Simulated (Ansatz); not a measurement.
Data:

```
CELL_PARAMETERS angstrom
      0.00000     3.17630     3.17630
      3.17630     0.00000     3.17630
      3.17630     3.17630     0.00000
ATOMIC_POSITIONS crystal
  K  0.00000 0.00000 0.00000
  Br 0.50000 0.50000 0.50000
```

No spin polarisation.

Computed with PBEsol (Ansatz, a quantum-chemistry and plane-wave program, PAW, without spin-orbit coupling). Γ-centred 9×9×9 mesh, Fermi–Dirac width 0.05 eV.

Predict the band gap, electron mass and pressure.

Band gap: 4.58 eV
Electron mass: 0.35 mₑ (at Γ)
Pressure: 1.78 GPa

The cells carry an imposed strain or load. Effective masses come from finite differences of ±0.01 Å⁻¹. No phonon test of stability was made. The cell was made from KBr in the rock salt structure (space group Fm-3m, No. 225) by this change: isotropic strain −3.00 %.
